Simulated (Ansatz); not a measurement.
Take Pd in the fcc (Cu type) structure (space group Fm-3m, No. 225; a = 3.8777 Å; relaxed with 0.1 eV smearing) as the base.

The change: every lattice vector is stretched by 4.35 %; the atoms relax in the strained cell.

Levels (all Ansatz, a quantum-chemistry and plane-wave program, PAW): PBEsol (420 eV, no SOC); r2SCAN (500 eV, scalar-relativistic without spin-orbit coupling).

The geometry is relaxed with PBEsol.

| Property | Result |
|---|---|
| PBEsol pressure | -18.2 GPa |

Q: How does going to r2SCAN change the pressure?

A: The pressure increases by 4.1 GPa (-18.2 GPa → -14.1 GPa).

Single points use the geometry relaxed with PBEsol. Their cutoffs differ, which shifts pressures a little. No phonon test of stability was made. All final runs are without spin polarisation. Pd lies near a magnetic instability that expansion can trigger; it was not tested. Pd has a high density of states at the Fermi level and may be magnetic at this level.
